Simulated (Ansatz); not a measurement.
We consider HfO₂ (model structure, started from the CdI2 type, P-3m1, No. 164, 3 atoms in the cell), described by PBEsol (plane waves, PAW; Ansatz, a quantum-chemistry and plane-wave program).

Settings: plane-wave cutoff 520 eV, 12×12×8 k mesh (along the axes of the cell as run), Fermi–Dirac smearing 0.01 eV, scalar-relativistic PAW data made under PBE.

Cell (relaxed at this level):

```
HfO2
1.0
    3.21924     0.00000     0.00000
   -1.60962     2.78794     0.00000
    0.00000     0.00000     5.24114
Hf O
1 2
Direct
  0.00000   0.00000   0.00000
  0.33333   0.66667   0.18411
  0.66667   0.33333   0.81589
```

Task: What does this level give for the band gap and direct gap at Γ?

Result: 
- band gap = 4.75 eV (on the SCF k mesh)
- direct gap at Γ = 5.37 eV

Note: the relaxation could raise the start's symmetry but not lower it, so the cell can be a saddle point; the cell has widely spaced layers and the level no dispersion term, so their spacing and the moduli can rest on weak binding.

Spin–orbit coupling is not included.

Computing time: roughly 120 core-seconds.

A model structure was made by putting elements into a prototype or built by hand; it is no filed structure, need not be a known phase, and can be a saddle point held by its symmetry.
